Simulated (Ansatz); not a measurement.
For TiSi (model structure, started from the FeSi type, P2₁3, No. 198, 8 atoms in the cell), PBE in Ansatz (plane waves, PAW) gives:

lattice parameter a: 4.975 Å
formation enthalpy: -0.492 eV/atom

Task: What does PBE-D3(BJ) (plane waves, PAW; Ansatz, a first-principles code) give for the same quantities?

Result: 
- lattice constant a: 4.903 Å (falls by 1.4 %)
- formation enthalpy: -0.573 eV/atom (moves by -0.081 eV/atom)

Changes are worked out from the printed values.

Unless a cell is named, each level is at its own relaxed cell (PBE 15.39, PBE-D3(BJ) 14.74 Å³/atom).

Ansatz's density-functional and Hartree–Fock values are scalar-relativistic unless marked +SOC, with PAW data made under PBE.

A model structure was made by putting elements into a prototype or built by hand; it is no filed structure, need not be a known phase, and can be a saddle point held by its symmetry.
